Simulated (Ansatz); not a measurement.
Ag interstitial in beta Si3N4 (start: void with 6N6Si nearest; 84-site cell, 2×2×2 shifted sampling). Computed with PBE, PAW (plane waves to 420 eV; Ansatz, a program for electronic structure). Total energies of the localised charge states, counted from that of charge +1, and their image corrections (point charge with alignment); the host's valence-band maximum lies at 8.028 eV on the cells' energy zero and its gap is 4.25 eV.

```
charge         moment (μB)  E − E(first) (eV)  correction (eV)
------  ------------------  -----------------  ---------------
+1      not spin-polarised              0.000            0.633
0                      1.0             11.935            0.000
```

Question: Derive the transition levels above the valence-band maximum and say which of them are thermodynamic.

Answer: A level is the Fermi energy at which two charges have equal formation energy: ε(q/q′) = [E(q′) + corr(q′) − E(q) − corr(q)] / (q − q′) − E_VBM.
ε(+1/0) = [(11.935 + 0.000) − (0.000 + 0.633)] / 1 − 8.028 = 3.27 eV
Thermodynamic levels at least 0.1 eV inside the gap: (+1/0) at 3.27 eV. They hold to tenths of an eV in this cell. Only the charges listed were compared. The geometries come from one start. Flagged in the runs: a host whose relaxation on this sampling wasn't shown to rest.
